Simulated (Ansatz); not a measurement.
## A computed series for Au: pressure series

Start from Au in the fcc (Cu type) structure (space group Fm-3m, No. 225; a = 4.0834 Å).

Cell and atoms are relaxed at each pressure.

Calculations: PBEsol/PAW in Ansatz (a program for electronic structure), no spin-orbit coupling.

Two rows of this table had their results exchanged by mistake.

```csv
pressure,volume per atom (Å³),shortest distance (Å),band gap
pressure −2 GPa,17.23,2.899,zero
pressure −1 GPa,15.44,2.795,zero
pressure 0.9 GPa,16.94,2.883,zero
pressure 2.1 GPa,16.83,2.876,zero
pressure 4.5 GPa,16.62,2.864,zero
pressure 9 GPa,16.27,2.844,zero
pressure 15 GPa,15.86,2.820,zero
pressure 22.5 GPa,17.12,2.893,zero
pressure 30 GPa,15.07,2.773,zero
```

Q: Which two?

A: The rows for pressure −1 GPa and pressure 22.5 GPa: the volume has to fall steadily with pressure, so 17.12 Å³ belongs to pressure −1 GPa and 15.44 Å³ to pressure 22.5 GPa.

Load acts through the strain it causes; cell and atoms are relaxed under it. No phonon test of stability was made. Competing high-pressure phases were not computed.
